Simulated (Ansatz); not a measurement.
# Y, response to strain

Take Y in the hcp (Mg type) structure (space group P6_3/mmc, No. 194; a = 3.652 Å, c = 5.703 Å; relaxed with 0.1 eV smearing) as the base.

Strains are applied to the cell and any free atomic positions relax.

All numbers come from Ansatz (a first-principles code) PBE, spin-orbit coupling left out, earlier PAW set.

Notes on the quantities. pressure: mean of the normal stresses, compression positive.

| isotropic strain (%) | pressure (GPa) |
|---|---|
| -5.91 | 9.6 |
| -1.4 | ? |
| 0 | 0.0 |
| 4.95 | -4.6 |
| 5.32 | -4.9 |

**Question.** Fit P = P₀ − Bδ + Cδ² with δ = (1 + ε)³ − 1 to the rows shown and predict the withheld row.

**Answer.** Least squares on the printed values gives P₀ = 0.0 GPa, B = 43.2 GPa (at held cell shape), C = 85.1 GPa (largest residual 0.1 GPa); this predicts 1.9 GPa, and the run gives 1.8 GPa, in agreement.

No phonon test of stability was made. The final runs are not spin-polarised.
